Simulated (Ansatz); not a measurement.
## KTaO₃ in the cubic perovskite structure (space group Pm-3m, No. 221)

```
CELL_PARAMETERS angstrom
      3.98532     0.00000     0.00000
      0.00000     3.98532     0.00000
      0.00000     0.00000     3.98532
ATOMIC_POSITIONS crystal
  K  0.00000 0.00000 0.00000
  Ta 0.50000 0.50000 0.50000
  O  0.00000 0.50000 0.50000
  O  0.50000 0.50000 0.00000
  O  0.50000 0.00000 0.50000
```

The values are results of plane-wave PAW DFT at the PBEsol level (Ansatz, a quantum-chemistry and plane-wave program, 420 eV), no spin-orbit coupling, not measurements. Settings: 8×8×8 k-points, 0.05 eV Fermi–Dirac smearing.

| Quantity | Value |
|---|---|
| Volume per atom | 12.66 Å³ |
| Density | 7.03 g/cm³ |
| Band gap | 2.14 eV, indirect, R → Γ |
| Lowest conduction-band minima above the VBM | Γ 2.14 eV |
| Total energy | -2602.215 eV/atom (σ→0; compares only within this code and set-up) |

Spin-orbit coupling, missing from the scalar runs, can matter with Ta. No phonon test of stability was made.
